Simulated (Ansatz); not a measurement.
The reference is Hf in the hcp (Mg type) structure (space group P6_3/mmc, No. 194; a = 3.117 Å, c = 4.950 Å; relaxed with 0.1 eV smearing). Axes: x lies along a and z along c of the hexagonal cell.

Level of theory: LDA (Ansatz, a quantum-chemistry and plane-wave program; PAW; 420 eV plane waves; no spin-orbit coupling).

Strains are applied to the cell and any free atomic positions relax.

One change was made to it. Results:

| quantity | base | after |
|---|---|---|
| energy relative to the base (free energy F) | 0 meV/atom | +2.3 meV/atom |
| pressure (mean of the normal stresses, compression positive) | 0.0 GPa | 0.0 GPa |
| shortest interatomic distance | 3.060 Å | 3.024 Å |

Name the change that was made.
A) tensor shear ε_xz = +0.86 %
B) tensor shear ε_xz = +0.29 %
C) tensor shear ε_xz = +1.43 %

C, tensor shear ε_xz = +1.43 %. For comparison, the energy relative to the base in the other runs: tensor shear ε_xz = +0.29 % gives +0.1 meV/atom; tensor shear ε_xz = +0.86 % gives +0.8 meV/atom.

Whether these cells are dynamically stable was not tested. All final runs are without spin polarisation.
